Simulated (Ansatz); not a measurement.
GeS2 (model structure, started from the GeO2 type, P3₂21, No. 154, 9 atoms in the cell), treated with HSE06 in Ansatz (PAW).

Settings: plane-wave cutoff 460 eV, 6×6×4 k mesh (along the axes of the cell as run), Fermi–Dirac smearing 0.01 eV, scalar-relativistic PAW data made under PBE.

Cell (relaxed with PBEsol):

```cif
data_Ge3S6
_chemical_formula_sum 'Ge3 S6'
_space_group_name_H-M_alt 'P 1'
_space_group_IT_number 1
_cell_length_a 5.80690
_cell_length_b 5.80690
_cell_length_c 6.95335
_cell_angle_alpha 90.000
_cell_angle_beta 90.000
_cell_angle_gamma 120.000
loop_
_space_group_symop_operation_xyz
  'x, y, z'
loop_
_atom_site_label
_atom_site_type_symbol
_atom_site_fract_x
_atom_site_fract_y
_atom_site_fract_z
_atom_site_occupancy
Ge1 Ge 0.54677 0.54677 0.50000 1
Ge2 Ge 0.45323 0.00000 0.16667 1
Ge3 Ge 0.00000 0.45323 0.83333 1
S1 S 0.32627 0.36239 0.77244 1
S2 S 0.63761 0.96388 0.43911 1
S3 S 0.03612 0.67373 0.10578 1
S4 S 0.36239 0.32627 0.22756 1
S5 S 0.96388 0.63761 0.56089 1
S6 S 0.67373 0.03612 0.89422 1
```

Q: Estimate the band gap, smallest direct gap on the k points sampled and direct gap at Γ that the calculation returns.

A: 
- band gap: 2.81 eV (indirect)
- smallest direct gap on the k points sampled: 2.94 eV
- direct gap at Γ: 3.26 eV

Note: the relaxation could raise the start's symmetry but not lower it, so the cell can be a saddle point; cell and atoms aren't relaxed at this level.

Spin–orbit coupling is not included.

Static lattice: no zero-point or thermal effects.

A model structure was made by putting elements into a prototype or built by hand; it is no filed structure, need not be a known phase, and can be a saddle point held by its symmetry.

Ansatz is a program for electronic structure.
